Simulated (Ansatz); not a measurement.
Sc3InC (Pm-3m, No. 221, 5 atoms in the cell; start mp-8578), treated with r²SCAN in Ansatz (plane waves, PAW).

Run with plane-wave cutoff 560 eV, 12×12×12 k mesh, Fermi–Dirac smearing 0.05 eV, scalar-relativistic PAW data made under PBE.

Cell (relaxed at this level):

Space group Pm-3m (No. 221); a = 4.5427 Å, b = 4.5427 Å, c = 4.5427 Å, α = 90.00°, β = 90.00°, γ = 90.00°

| atom | site | symmetry | x | y | z |
|---|---|---|---|---|---|
| Sc | 3c | 4/mm.m | 0.0000 | 0.5000 | 0.5000 |
| In | 1a | m-3m | 0.0000 | 0.0000 | 0.0000 |
| C | 1b | m-3m | 0.5000 | 0.5000 | 0.5000 |

Problem. Give the computed bulk modulus.

Solution. 
* **bulk modulus**: 104 GPa

The run finds no gap.

Note: the bulk modulus is −V dP/dV from two relaxed cells at ±2 % in volume; the relaxation could not lower the start's symmetry, so the cell can be a saddle point above a distorted one.

Spin–orbit coupling is not included; it can open a gap where bands touch, and shift volumes and moduli.

Computed values are for the static lattice.

Cost on a shared machine: roughly 2.5 core-minutes.

A start named mp-… is a Materials Project structure, which need not be a measured phase.

Ansatz is a program for electronic structure.
